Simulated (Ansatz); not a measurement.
What tensor shear ε_xy = +0.96 % does to Ta2N

The reference is Ta2N in the anti-CdI2 type structure (space group P-3m1, No. 164; a = 3.0655 Å, c = 4.8888 Å; relaxed with 0.1 eV smearing). Axes: x lies along a and z along c of the hexagonal cell.

One thing is altered: a pure shear with ε_xy = ε_yx = 0.0096; the atoms relax in the strained cell.

All numbers come from plane-wave PAW DFT at the r2SCAN+rVV10 level (Ansatz, a first-principles code, 500 eV), no spin-orbit coupling. k-mesh 22×22×12 (Γ-centred); smearing 0.1 eV (Fermi–Dirac).

```json
[
 {"quantity": "volume per atom", "base": "13.26 Å³", "changed": "13.26 Å³", "shift": "0.00 Å³"},
 {"quantity": "space group", "base": "P-3m1 (No. 164)", "changed": "P-1 (No. 2)", "shift": "–"},
 {"quantity": "shortest interatomic distance", "base": "217.1 pm", "changed": "216.2 pm", "shift": "-0.9 pm"},
 {"quantity": "energy relative to the base (free energy F)", "base": "0 meV/atom", "changed": "+2.3 meV/atom", "shift": "+2.3 meV/atom"},
 {"quantity": "pressure (mean of the normal stresses, compression positive)", "base": "0.0 GPa", "changed": "0.1 GPa", "shift": "+0.1 GPa"},
 {"quantity": "band gap", "base": "zero", "changed": "zero", "shift": "–"},
 {"quantity": "stress (xx, yy, zz, yz, xz, xy; compression positive)", "base": "–", "changed": "(0.1, 0.1, 0.1, 0.0, 1.0, -2.9) GPa", "shift": "–"}
]
```

Cost of the whole job for the changed cell (relaxation, final SCF and bands): roughly 22 core-minutes.

Whether these cells are dynamically stable was not tested. All final runs are without spin polarisation. An odd electron count without spin: Ta2N.
